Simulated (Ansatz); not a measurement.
System: SiO2 (P4₃2₁2, No. 96). Method: LDA (plane waves, PAW; Ansatz, an electronic-structure program).

Run with plane-wave cutoff 520 eV, 8×8×6 k mesh (along the axes of the cell as run), Fermi–Dirac smearing 0.01 eV, scalar-relativistic PAW data made under PBE.

Cell (relaxed with PBEsol):

Space group P4₃2₁2 (No. 96); a = 5.0318 Å, b = 5.0318 Å, c = 7.0165 Å, α = 90.00°, β = 90.00°, γ = 90.00°

| atom | site | symmetry | x | y | z |
|---|---|---|---|---|---|
| Si | 4a | ..2 | 0.2024 | 0.2024 | 0.0000 |
| O | 8b | 1 | 0.3991 | 0.2602 | 0.1778 |

Q: What does this level give for the band gap?

A: 
* **band gap**: 5.39 eV (direct)

Note: cell and atoms aren't relaxed at this level (largest force component 0.19 eV/Å, pressure -3.7 GPa).

Computed values are for the static lattice.

It cost very roughly 3.0 core-minutes of CPU time.
